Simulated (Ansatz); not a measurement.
We consider LaZrNO2 (Pnma, No. 62, 20 atoms in the cell; start mp-1222900), described by r²SCAN in Ansatz (plane waves, PAW).

Numerical settings: plane-wave cutoff 560 eV, 6×4×6 k mesh (along the axes of the cell as run), Fermi–Dirac smearing 0.01 eV, scalar-relativistic PAW data made under PBE.

Cell (relaxed with PBEsol):

Space group Pnma (No. 62); a = 5.7300 Å, b = 8.4427 Å, c = 5.7017 Å, α = 90.00°, β = 90.00°, γ = 90.00°

```json
[
 {"atom": "La", "site": "4c", "symmetry": ".m.", "x": "0.0318", "y": "0.2500", "z": "0.0112"},
 {"atom": "Zr", "site": "4b", "symmetry": "-1", "x": "0.0000", "y": "0.0000", "z": "0.5000"},
 {"atom": "N", "site": "4c", "symmetry": ".m.", "x": "0.4739", "y": "0.2500", "z": "0.0736"},
 {"atom": "O", "site": "8d", "symmetry": "1", "x": "0.1804", "y": "0.5322", "z": "0.1802"}
]
```

Predict the band gap and smallest direct gap on the k points sampled.


- band gap = 2.04 eV
- smallest direct gap on the k points sampled = 2.05 eV

Note: cell and atoms aren't relaxed at this level (largest force component 0.08 eV/Å, pressure 4.0 GPa).

Spin–orbit coupling is not included.

Static lattice: no zero-point or thermal effects.

Computing time: very roughly 6 core-minutes.

A start named mp-… is a Materials Project structure, which need not be a measured phase.

Ansatz is a quantum-chemistry and plane-wave program.
